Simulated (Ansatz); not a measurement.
Band structure of Li2Se (Fm-3m, 3 atoms in the cell).

```
CELL_PARAMETERS angstrom
      0.00000     2.97605     2.97605
      2.97605     0.00000     2.97605
      2.97605     2.97605     0.00000
ATOMIC_POSITIONS crystal
  Li 0.75000 0.75000 0.75000
  Li 0.25000 0.25000 0.25000
  Se 0.00000 0.00000 0.00000
```

Method of the run: PBE (plane waves, PAW; Ansatz, a quantum-chemistry and plane-wave program).

Settings: kpoints.mp_grid.grid = 7 7 7; hamiltonian.xc = pbe; hamiltonian.pseudopotentials = {kind: paw} (the program's default PAW files); scf.occupations.method = fermi_dirac; scf.occupations.width = 0.01 eV; kpoints.band_path.npoints = 8.

The starting cell comes from a database of computed structures (which also holds hypothetical and non-ambient phases and stackings), without a prior relaxation at this level.

Task: Predict the gap along the standard path and the places of the band edges.

Result: The gap along the path is 2.96 eV, from Γ to X; the smallest direct gap on it is 3.49 eV.

Levels in eV from the top of the valence band on the path, bands 8 to 14:
```tsv
point	8	9	10	11	12	13	14
Γ	-11.46	0.00	0.00	0.00	3.49	5.64	5.64
X	-10.97	-2.34	-1.49	-1.49	2.96	6.24	10.49
W	-10.96	-1.96	-1.96	-1.82	5.19	6.47	8.14
K	-10.97	-2.16	-2.12	-1.21	4.12	7.34	8.59
L	-11.08	-2.99	-0.55	-0.55	5.21	5.98	5.98
U	-10.97	-2.16	-2.12	-1.21	4.12	7.34	8.59
```

Keys are those of Ansatz 0.2.
